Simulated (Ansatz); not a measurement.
System: fluorite CoSi2. Method: r²SCAN in Ansatz (plane waves, PAW).

Numerical settings: plane-wave cutoff 600 eV, 14×14×14 k mesh, Fermi–Dirac smearing 0.1 eV, finite displacements, no spin polarisation, scalar-relativistic PAW data made under PBE.

The cell has the measured lattice parameters. Conventional cell: a = 5.3560 Å, b = 5.3560 Å, c = 5.3560 Å, α = 90.00°, β = 90.00°, γ = 90.00°.

```xyz
3
Lattice="0.0000 2.6780 2.6780 2.6780 0.0000 2.6780 2.6780 2.6780 0.0000" Properties=species:S:1:pos:R:3 pbc="T T T"
Co     0.0000     0.0000     0.0000
Si     4.0170     4.0170     4.0170
Si     1.3390     1.3390     1.3390
```

Harmonic phonon frequencies (cm⁻¹; i marks an imaginary mode):

| q point | frequencies |
|---|---|
| Γ | 0 0 0 327 327 327 333 333 333 |
| X | 192 192 264 274 274 287 368 370 370 |
| L | 122 122 307 310 310 336 352 353 353 |

No imaginary mode appears at these points.

Note: the cell isn't this level's own, so it is under some stress, which shifts stiffness and frequencies.

Ansatz is an electronic-structure program.
